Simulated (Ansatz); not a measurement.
Ca(OH)2: pressure 30 GPa

The reference is Ca(OH)₂ (space group P-3m1, No. 164; a = 3.561 Å, c = 4.768 Å; layered).

The change: cell and atoms relaxed at a pressure of 30 GPa.

Computed with DFT with PBEsol, PAW potentials and a 420 eV plane-wave cutoff in Ansatz (a quantum-chemistry and plane-wave program), no SOC. Settings: 11×11×7 k-points, 0.05 eV Fermi–Dirac smearing.

The volume per atom falls by 2.816 Å³ to 7.66 Å³ and the density goes up by 0.86 g/cm³, from 2.35 g/cm³ to 3.21 g/cm³. The lattice parameter a falls by 0.2846 Å, from 3.561 Å to 3.277 Å and the c/a ratio shrinks by 0.082, from 1.339 to 1.257. The enthalpy H = E + PV relative to the base's energy amounts to +1.62 eV/atom and the band gap increases by 0.73 eV to 4.92 eV. The gap character goes from direct at Γ to indirect, K → M and the smallest direct gap grows by 1.52 eV (4.19 eV → 5.71 eV). The width of the top valence band rises by 0.082 eV, from 0.94 eV to 1.03 eV and the hole mass is 1.3 mₑ along c, 1.4 mₑ across (at K).

Final structure:

```yaml
crystal:
  lattice:
    - [3.27658, 0.00000, 0.00000]
    - [-1.63829, 2.83761, 0.00000]
    - [0.00000, 0.00000, 4.11748]
  atoms:
    - { symbol: Ca, position: [0.00000, 0.00000, 0.00000] }
    - { symbol: H, position: [0.66667, 0.33333, 0.49205] }
    - { symbol: H, position: [0.33333, 0.66667, 0.50795] }
    - { symbol: O, position: [0.66667, 0.33333, 0.72804] }
    - { symbol: O, position: [0.33333, 0.66667, 0.27196] }
```

Cost of the whole job for the changed cell (relaxation, final SCF and bands): about 30 core-seconds (a rough figure).

Load acts through the strain it causes; cell and atoms are relaxed under it. Masses are band curvatures over ±0.01 Å⁻¹ around the edge. Whether these cells are dynamically stable was not tested. No other phases were tried under pressure. No dispersion term is included in the PBEsol runs.
